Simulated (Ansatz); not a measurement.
Si vacancy + P on the Si site (silicon host)

Computed with PBE, PAW (plane waves to 420 eV; Ansatz, a first-principles code). A 2×2×2 supercell of 64 sites was used; the energies come from a 2×2×2 shifted sampling of its zone. Sites at the start: the Si site; Si 2.37 Å away. Charged cells carry a point-charge image correction with potential alignment at far atoms. Dielectric constants: PBE linear response of the host. Host gap at this level: 0.61 eV. Finite-size and sampling errors can reach tenths of an eV here. The semilocal functional narrows the gap, so deep levels can fall outside it. Spin–orbit coupling is left out. Each state is the lowest found from its start.

Formation energies E_f are given with the Fermi level at the valence-band maximum. Chemical conditions: impurity bounded by its compound with the host (Δμ(Si) = 0.00 eV, Δμ(P) = -0.23 eV, bounded by SiP2 (Pbam); only phases computed here count, gases as isolated molecules at 0 K). Reference phases: P: black phosphorus, Si: silicon.

| charge | moment (μB) | point group | largest move off a lattice site (Å) | image correction with alignment (eV) | E_f, impurity bounded by its compound with the host (eV) | above the lowest spin state (eV) |
|---|---|---|---|---|---|---|
| +1† | not spin-polarised | – | 0.16 | -0.10 | – | 0.00 |
| 0† | fractional | – | 0.23 | 0.00 | 2.86 | 0.00 |
| 0† | fractional | – | 0.23 | 0.00 | 2.86 | 0.00 |
| −1† | fractional | – | 0.39 | 0.31 | – | 0.00 |
| −1 | not spin-polarised | Cs | 0.43 | 0.31 | 3.31 | 0.00 |
| −2† | 1.0 | – | 0.39 | 0.82 | – | 0.00 |

† Not settled in this cell, so no level is given: charge +1: no spin-polarised start tried, level within 0.1 eV of a band edge or past it; charge 0: fractional moment, a level filled in part; charge −1: fractional moment, a level filled in part, carriers not clearly localised; charge −2: a level filled in part, carriers not clearly localised, level within 0.1 eV of a band edge or past it.

Point groups are those of the whole cell at tolerances of 0.03 and 0.1 Å ("near" where only the looser one holds); none is given for unsettled states.

Starting moments that weren't kept: charge 0 began with 3 μB and ended with 0.5; charge 0 began with 1 μB and ended with 0.5; charge −1 began with 2 μB and ended with 0.5.

All states together cost very roughly 2.6 core-hours.
